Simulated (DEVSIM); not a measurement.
Device: Ti/SiO2/p-Si capacitor, at 400 K.

Layer 1 from the left is SiO2, thickness (nm) 11.0. Layer 2 from the left is Si, thickness (nm) 2500, Na (cm⁻³) 5.1e16.

Metal gate on the left, work function 4.33 eV. Fixed charge at the semiconductor interface 0 cm⁻² (in units of +e); interface traps 8.6e11 cm⁻² eV⁻¹, uniform in energy, neutral level at 0.7 of the gap above the valence band.

This is a model device: material constants are rounded textbook-type values typed into the input, and sizes, dopings and lifetimes were drawn at random. Values at 300 K; Nc and Nv go as T^1.5, mobilities as T to minus their exponent, the gap by Varshni's rule with the affinity fixed.

SiO2: gap (eV) 9, affinity (eV) 0.9, permittivity 3.9. Si: gap (eV) 1.124, affinity (eV) 4.05, permittivity 11.7, Nc (cm⁻³) 2.86e19, Nv (cm⁻³) 3.1e19, Varshni α (eV/K) 0.000473, Varshni β (K) 636.

Simulated with DEVSIM: 1D Poisson equation in equilibrium, Boltzmann statistics, complete ionisation; no quantum confinement or tunnelling. Metal contacts follow the ideal Schottky-Mott rule: no Fermi-level pinning, no interface dipoles.

**Question.** What does the simulation give for the flat-band voltage, the minimum of the low-frequency capacitance?

**Answer.** flat-band voltage -0.81 V; minimum of the low-frequency capacitance 0.134 μF/cm².
